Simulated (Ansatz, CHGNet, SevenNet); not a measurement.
**How the lattice constant a of TiSi (model structure, started from the FeSi type, P2₁3, No. 198, 8 atoms in the cell) moves with the method**

No measured value is used here.

| level (code) | value (Å) |
|---|---|
| CHGNet 0.3.0 | 4.959 |
| SevenNet-0 | 4.960 |
| SevenNet-l3i5 | 4.979 |
| PBEsol (Ansatz) | [?] |
| r²SCAN (Ansatz) | 4.960 |

**Question.** Complete the blanks.

**Answer.** 
- PBEsol (Ansatz, a first-principles code), value (Å): 4.925

The crystal itself was run without spin with PBEsol, r²SCAN; a magnetic state was not tried in these runs. Cutoffs differ between the levels. Ansatz's density-functional and Hartree–Fock values are scalar-relativistic unless marked +SOC, with PAW data made under PBE.

Machine-learned potentials (CHGNet 0.3.0, SevenNet-0, SevenNet-l3i5) are trained on DFT data: a solid inside that data is no test of them.

A model structure was made by putting elements into a prototype or built by hand; it is no filed structure, need not be a known phase, and can be a saddle point held by its symmetry.
